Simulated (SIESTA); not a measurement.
A self-consistent single point of Fe (Im-3m, 1 atom in the cell) with SIESTA.

Method of the run: SIESTA with LDA PW92, numerical atomic orbitals DZP, PseudoDojo LDA standard norm-conserving potentials (rewritten from UPF to PSML).

```yaml
crystal:
  lattice:
    - [-1.41320, 1.41320, 1.41320]
    - [1.41320, -1.41320, 1.41320]
    - [1.41320, 1.41320, -1.41320]
  atoms:
    - { symbol: Fe, position: [0.00000, 0.00000, 0.00000], spin: 4.0 }
```
(The spins are starting values, not results.)

Reference input (self-consistent single point, DFT, GGA PBE, numerical atomic orbitals DZP, PseudoDojo PBE standard norm-conserving potentials (rewritten from UPF to PSML)): XC.functional = GGA; XC.authors = PBE; potentials = PseudoDojo PBE standard; PAO.BasisSize = DZP; PAO.EnergyShift = 0.005 Ry; MeshCutoff = 400 Ry; kgrid.MonkhorstPack = 16 16 16; OccupationFunction = FD; ElectronicTemperature = 1160.45 K; Spin = polarized; DM.InitSpin = [1 +4.00]; MaxSCFIterations = 150. This run's input differs from it in these lines:

```diff
@@ -1,2 +1,2 @@
-# files in the folder: Fe.psml (PseudoDojo PBE standard)
+# files in the folder: Fe.psml (PseudoDojo LDA standard)
 SystemName  Fe
@@ -20,4 +20,4 @@
 
-XC.functional                GGA
-XC.authors                   PBE
+XC.functional                LDA
+XC.authors                   PW92
 PAO.BasisSize                DZP
```

Output (repeated stretches shortened):

```
        iscf     Eharris(eV)        E_KS(eV)     FreeEng(eV)     dDmax    Ef(eV) dHmax(eV)
   scf:    1    -3394.900255    -3405.815523    -3405.843040  0.509072 -4.228394  8.621233
     spin moment: {S} , |S| = {        0.0        0.0    2.62980 }     2.62980
   scf:    2    -3407.248901    -3406.573565    -3406.601790  0.073660 -4.710183  6.279124
     spin moment: {S} , |S| = {        0.0        0.0    2.63152 }     2.63152
   scf:    3    -3407.586415    -3407.394977    -3407.423851  0.169487 -5.895760  0.669911
     spin moment: {S} , |S| = {        0.0        0.0    2.59448 }     2.59448
   [... lines left out ...]
     spin moment: {S} , |S| = {        0.0        0.0    2.17619 }     2.17619
   scf:   11    -3407.462914    -3407.462968    -3407.496429  0.000449 -5.942284  0.000634
     spin moment: {S} , |S| = {        0.0        0.0    2.17295 }     2.17295
   scf:   12    -3407.462944    -3407.462956    -3407.496429  0.000092 -5.942101  0.000109
     spin moment: {S} , |S| = {        0.0        0.0    2.17231 }     2.17231
   scf:   13    -3407.462954    -3407.462955    -3407.496429  0.000008 -5.942075  0.000040
     spin moment: {S} , |S| = {        0.0        0.0    2.17226 }     2.17226
SCF Convergence by DM+H criterion
max |DM_out - DM_in|         :     0.0000080852
max |H_out - H_in|      (eV) :     0.0000401039
SCF cycle converged after 13 iterations

Using DM_out to compute the final energy and forces

siesta: E_KS(eV) =            -3407.4630

siesta: E_KS - E_eggbox =     -3407.4630

siesta: Atomic forces (eV/Ang):
     1   -0.000000   -0.000000   -0.000000
   Tot   -0.000000   -0.000000   -0.000000
   Max    0.000000
   Res    0.000000    sqrt( Sum f_i^2 / 3N )
   Max    0.000000    constrained

Stress tensor Voigt[x,y,z,yz,xz,xy] (kbar):      190.96      190.96      190.96       -0.00       -0.00       -0.00
(Free)E + p*V (eV/cell)    -3408.8420
Target enthalpy (eV/cell)    -3407.4964

siesta: Program's energy decomposition (eV):
siesta: FreeEng =     -3407.496429

siesta: Stress tensor (static) (eV/Ang**3):
   [... lines left out ...]
siesta: Cell volume =         11.289329 Ang**3
siesta:        -190.96368416       -190.96368416  kBar
   [... lines left out ...]
               3dz2    3dxz    3dx2-y2
   1  6.914   0.960   0.382  -0.120   0.999   0.999   0.999   0.176   0.176
              0.176   0.612   0.612   0.398   0.612   0.398  -0.103  -0.103

             -0.079  -0.103  -0.079

mulliken: Qtot =        6.914

Mulliken Atomic Populations:
Atom #   charge [q] valence [e]      Sz [e]  Species
     1     0.000000   16.000000    2.172257  Fe
 Total     0.000000                2.172257
```

The run converged in 13 iterations. Against the reference run the pressure goes from -0.93 to -19.10 GPa and the size of the net moment goes from 2.25 to 2.17 μB/atom.

The starting cell comes from a database of computed structures (which also holds hypothetical and non-ambient phases and stackings), without a prior relaxation at this level. Its lattice was rescaled by a random factor within 2.5 % of one. With one magnetic atom in the cell only a parallel order is possible. Values carry the incompleteness of an atom-centred basis. With a pressure of about -19 GPa the cell is away from its equilibrium volume at this level.

Cost on one core of a shared machine: roughly 2 min.
